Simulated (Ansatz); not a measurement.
System: C (R-3m, No. 166, 2 atoms in the cell; start mp-169; another form than the element's usual one). Method: LDA (Ansatz, an electronic-structure program, plane waves, PAW).

Settings: plane-wave cutoff 520 eV, 16×16×10 k mesh (along the axes of the cell as run), Fermi–Dirac smearing 0.01 eV, scalar-relativistic PAW data made under PBE.

Cell (relaxed at this level):

```
CELL_PARAMETERS angstrom
      2.11731    -1.22244    -0.01186
      2.11731     1.22244    -0.01186
     -1.39211     0.00000     3.34631
ATOMIC_POSITIONS crystal
  C  0.83338 0.83338 0.00015
  C  0.16662 0.16662 0.99985
```

Question: What does this level give for the band gap, Γ–Γ gap and bulk modulus B0?

Answer: 
band gap: 0.43 eV (on the SCF k mesh)
Γ–Γ gap: 6.82 eV
bulk modulus B0: 27.7 GPa

Note: the relaxation could not lower the start's symmetry, so the cell can be a saddle point above a distorted one; the bulk modulus is −V dP/dV from two relaxed cells at ±2 % in volume.

Static lattice: no zero-point or thermal effects.

A start named mp-… is a Materials Project structure, which need not be a measured phase.
